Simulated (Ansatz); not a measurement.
Re: Re → Al

Consider Re in the hcp (Mg type) structure (space group P6_3/mmc, No. 194; a = 2.7577 Å, c = 4.4625 Å).

Modification: full substitution Re → Al, then cell and atoms are relaxed.

All numbers come from Ansatz (an electronic-structure program) r2SCAN, without spin-orbit coupling, earlier PAW set. Settings: 19×19×10 k-points, 0.05 eV Fermi–Dirac smearing, for the changed cell.

```tsv
quantity	base	changed	shift
volume per atom	14.70 Å³	16.00 Å³	+1.30 Å³
density	21.04 g/cm³	2.80 g/cm³	-18.24 g/cm³
lattice parameter a	2.758 Å	2.817 Å	+0.059 Å
c/a ratio	1.618	1.653	+0.035
space group	P6_3/mmc (No. 194)	P6_3/mmc (No. 194)	–
shortest interatomic distance	2.741 Å	2.817 Å	+0.076 Å
band gap	zero	zero	–
```

Final structure:

```
CELL_PARAMETERS angstrom
      2.81683     0.00000     0.00000
     -1.40842     2.43945     0.00000
      0.00000     0.00000     4.65553
ATOMIC_POSITIONS crystal
  Al 0.33333 0.66667 0.75000
  Al 0.66667 0.33333 0.25000
```

Whether these cells are dynamically stable was not tested. For Al in this form, whether it has been made was not checked. The final runs are not spin-polarised. This is not the structure that Al has at room temperature and ambient pressure.
